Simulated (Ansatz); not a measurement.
## LiGeN (P6₃mc, No. 186, 6 atoms in the cell; start mp-1246087): lattice constant a by level of theory

No measured value is used here.

```
level (code)     value (Å)
---------------  ---------
LDA (Ansatz)         2.951
PBE (Ansatz)         3.016
PBEsol (Ansatz)      2.979
r²SCAN (Ansatz)        ___
```

**Question.** Some entries are withheld; supply them.

**Answer.** 
- r²SCAN (Ansatz, a first-principles code), value (Å): 2.987

Cutoffs differ between the levels. Ansatz's density-functional and Hartree–Fock values are scalar-relativistic unless marked +SOC, with PAW data made under PBE.

A start named mp-… is a Materials Project structure, which need not be a measured phase.
